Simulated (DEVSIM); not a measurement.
Structure: abrupt Si n-p junction, at 350 K.

Layer 1 from the left is Si, thickness (μm) 0.240, Nd (cm⁻³) 9.2e16, τn (s) 0.00027, τp (s) 0.00027. Layer 2 from the left is Si, thickness (μm) 9.00, Na (cm⁻³) 1e15, τn (s) 0.00027, τp (s) 0.00027.

Left contact: ohmic. Right contact: ohmic. Voltage is applied to the left contact. Recombination: SRH at mid-gap, radiative. Mobility is constant in doping.

Constants are typed, rounded textbook-type inputs, not results; the design itself was drawn at random and stands for no fabricated device. Values at 300 K; Nc and Nv go as T^1.5, mobilities as T to minus their exponent, the gap by Varshni's rule with the affinity fixed.

Si: gap (eV) 1.124, affinity (eV) 4.05, permittivity 11.7, Nc (cm⁻³) 2.86e19, Nv (cm⁻³) 3.1e19, μn (cm²/Vs) 1417, μp (cm²/Vs) 470, T exponent of μn 2.3, T exponent of μp 2.2, B (cm³/s) 4.7e-15, Varshni α (eV/K) 0.000473, Varshni β (K) 636.

DEVSIM, 1D drift-diffusion, Boltzmann statistics, complete ionisation; no tunnelling, impact ionisation, image-force lowering or self-heating.

Dark forward current:

| |V| (V) | |J| (A/cm²) |
|---|---|
| 0.05 | 4.013e-6 |
| 0.10 | 2.494e-5 |
| 0.15 | 0.0001341 |
| 0.20 | 0.0007039 |
| 0.25 | 0.003673 |
| 0.30 | 0.01911 |
| 0.35 | 0.09863 |
| 0.40 | 0.4921 |
| 0.45 | 2.186 |
| 0.50 | 7.653 |
| 0.55 | 20.27 |
| 0.60 | 42.73 |
| 0.65 | 76.54 |
| 0.70 | 122.4 |
| 0.75 | 180.2 |
| 0.80 | 249.9 |
| 0.85 | 330.6 |
| 0.90 | 421.7 |
| 0.95 | 521.9 |
| 1.00 | 630.2 |
| 1.05 | 745.3 |
| 1.10 | 865.8 |
| 1.15 | 990.3 |
| 1.20 | 1118 |
| 1.25 | 1246 |
| 1.30 | 1376 |

Task: Work out the local ideality factor n = ΔV / (kT/q · ln(J2/J1)) between the rows 0.15 and 0.20 V, 1.25 and 1.30 V.

Result: kT/q = 30.16 mV. From 0.15 to 0.20 V: ln(0.0007039/0.0001341) = 1.658, n = 1.00, near the 1 of diffusion or emission over a barrier. From 1.25 to 1.30 V: ln(1376/1246) = 0.099, n = 16.70.

Task: Estimate the current at 0.25 V from the Shockley equation with J0 = Σ q ni² D/(N L) coth(W/L), τ joining the SRH, radiative and Auger lifetimes that are on, and W taken as the whole layer.

Result: ni² = 1.43e23 cm⁻⁶; holes in the n layer: μ = 335 cm²/Vs, D = 10.1 cm²/s, τ = 0.000242 s, L = 494 μm, W/L = 0.00049, term 1.05e-7 A/cm²; electrons in the p layer: μ = 994 cm²/Vs, D = 30.0 cm²/s, τ = 0.000270 s, L = 899 μm, W/L = 0.010, term 7.62e-7 A/cm². J0 = 8.67e-7 A/cm², and J = J0 exp(qV/kT) = 0.00345 A/cm². The simulation gives 0.00367 A/cm²; the estimate lies 6.1 % below. The estimate leaves out recombination in the depletion region and that region's share of W.
